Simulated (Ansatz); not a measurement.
Worked example: relaxation of cell and atoms of SiNi (P2_13, 8 atoms in the cell) in Ansatz (a first-principles code).

Method: LDA (PW92), PAW files made with PBE (plane waves; Ansatz).

```yaml
crystal:
  lattice:
    - [4.50369, 0.00000, 0.00000]
    - [0.00000, 4.50369, 0.00000]
    - [0.00000, 0.00000, 4.50369]
  atoms:
    - { symbol: Si, position: [0.65317, 0.15317, 0.34683] }
    - { symbol: Si, position: [0.84683, 0.84683, 0.84683] }
    - { symbol: Si, position: [0.15317, 0.34683, 0.65317] }
    - { symbol: Si, position: [0.34683, 0.65317, 0.15317] }
    - { symbol: Ni, position: [0.35050, 0.85050, 0.64950] }
    - { symbol: Ni, position: [0.14950, 0.14950, 0.14950] }
    - { symbol: Ni, position: [0.85050, 0.64950, 0.35050] }
    - { symbol: Ni, position: [0.64950, 0.35050, 0.85050] }
```

Reference input (self-consistent single point, DFT, LDA (PW92), plane waves, PAW files made with PBE): kpoints.mp_grid.grid = 9 9 9; hamiltonian.xc = lda; hamiltonian.pseudopotentials = {kind: paw} (the program's default PAW files); scf.occupations.method = fermi_dirac; scf.occupations.width = 0.1 eV. This run's input differs from it in these lines:

```diff
@@ -22,2 +22,4 @@
   occupations: { method: fermi_dirac, width: 0.1 }
+relax:
+  cell: {}
 output:
```

Log, with long lists cut:

```
   [... SCF lines of the steps left out ...]
relax step   1: F+E_penalty+E_count = -25532.09907866 eV  Δ(F+E_penalty+E_count) = +0.000e0 eV  max|allowed force component| = 3.579e-2 eV/Å  Δτ_max = 0.0000 Å  P = -9.295 GPa  Ω = 91.349 Å³  (9 SCF iters, dr2 threshold 1.00e-7 eV, accepted)
relax step   2: F+E_penalty+E_count = -25532.20672834 eV  Δ(F+E_penalty+E_count) = -1.076e-1 eV  max|allowed force component| = 1.976e-2 eV/Å  Δτ_max = 0.0015 Å  P = -4.334 GPa  Ω = 88.865 Å³  energy of the carried Pulay correction = +6.840e-4 eV  [...]
relax step   3: F+E_penalty+E_count = -25532.23315499 eV  Δ(F+E_penalty+E_count) = -2.643e-2 eV  max|allowed force component| = 4.948e-3 eV/Å  Δτ_max = 0.0018 Å  P = +0.450 GPa  Ω = 86.805 Å³  energy of the carried Pulay correction = +1.266e-3 eV  [...]
relax step   4: F+E_penalty+E_count = -25532.23336960 eV  Δ(F+E_penalty+E_count) = -2.146e-4 eV  max|allowed force component| = 3.918e-3 eV/Å  Δτ_max = 0.0032 Å  P = -0.003 GPa  Ω = 86.998 Å³  energy of the carried Pulay correction = +1.211e-3 eV  [...]
relax step   5: F+E_penalty+E_count = -25532.23228611 eV  Δ(F+E_penalty+E_count) = +1.083e-3 eV  max|allowed force component| = 3.937e-3 eV/Å  Δτ_max = 0.0000 Å  P = -0.008 GPa  Ω = 86.998 Å³  stress off target by 7.82e-3 GPa  SCF on the basis [...]
basis re-selected at this cell: Δ(F+E_penalty+E_count) = +1.083e-3 eV, ΔP = -0.005 GPa vs the last step
the relaxation is at rest under the 12 symmetry operations that the run kept from its start: a minimum is not shown …
Free energy (F): -25532.232286 eV
Internal energy: -25532.145145 eV  (E = F + TS)
E sigma→0 (E₀):  -25532.188716 eV
Entropy (-TS):   -0.087141 eV (-10.893 meV/atom)
Fermi energy:    17.055657 eV
--- Forces (eV/Å), atoms counted from 1 ---
  atom   1  Si    -0.00393682    -0.00393682     0.00393682
   [... lines left out ...]
  cell:  # Å, volume = 86.9985 Å³
   [... lines left out ...]
    - { symbol: Ni, position: [0.3509678426258067, 0.8509678426258068, 0.6490321573741932] }
    - { symbol: Ni, position: [0.1490321573741932, 0.1490321573741932, 0.1490321573741932] }
    - { symbol: Ni, position: [0.8509678426258068, 0.6490321573741932, 0.3509678426258067] }
    - { symbol: Ni, position: [0.6490321573741932, 0.3509678426258067, 0.8509678426258068] }
```

The run converged.  The full log also holds: “iter 5 did not close the SCF: its close was put off for the readings that it lacked (scf_convergence_deferred on its scf_iter line)”. The full log also holds: “iter 4 did not close the SCF: its close was put off for the readings that it lacked (scf_convergence_deferred on its scf_iter line)”.

Summary of the result:
| Item | Value |
|---|---|
| Free energy E − TS (on the zero of these files) | -25532.2323 eV |
| Fermi level (on the code's own zero) | 17.06 eV |
| Pressure | -0.01 GPa |
| Largest force (vector length) | 0.007 eV/Å |
| Final cell | a = b = c = 4.4310 Å, α = β = γ = 90.00° |
| Final volume per atom | 10.87 Å³ |
| Relaxation steps | 5 |

The starting cell comes from a database of computed structures (which also holds hypothetical and non-ambient phases and stackings), without a prior relaxation at this level. Spin polarisation is off. The relaxation keeps the symmetry of its start, so its end need not be a minimum. Ansatz's pressure includes its estimate of the finite-basis (Pulay) stress.

Cost on one core of a shared machine: roughly 60 s.

Keys are those of Ansatz 0.2.
